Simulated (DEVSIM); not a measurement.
System: Pt/Al2O3/p-Ge capacitor, at 300 K.

Layer 1 from the left is Al2O3, thickness (nm) 9.20. Layer 2 from the left is Ge, thickness (nm) 2700, Na (cm⁻³) 5e15.

Metal gate on the left, work function 5.6 eV. Fixed charge at the semiconductor interface 0 cm⁻² (in units of +e); no interface traps.

Constants are typed, rounded textbook-type inputs, not results; the design itself was drawn at random and stands for no fabricated device. Values at 300 K.

Al2O3: gap (eV) 6.8, affinity (eV) 1.35, permittivity 9. Ge: gap (eV) 0.664, affinity (eV) 4, permittivity 16, Nc (cm⁻³) 1.04e19, Nv (cm⁻³) 6e18.

Model (solved in DEVSIM): 1D Poisson equation in equilibrium, Boltzmann statistics, complete ionisation; no quantum confinement or tunnelling. Metal contacts follow the ideal Schottky-Mott rule: no Fermi-level pinning, no interface dipoles.

**Question.** What does the simulation give for the flat-band voltage?

**Answer.** flat-band voltage 1.12 V.
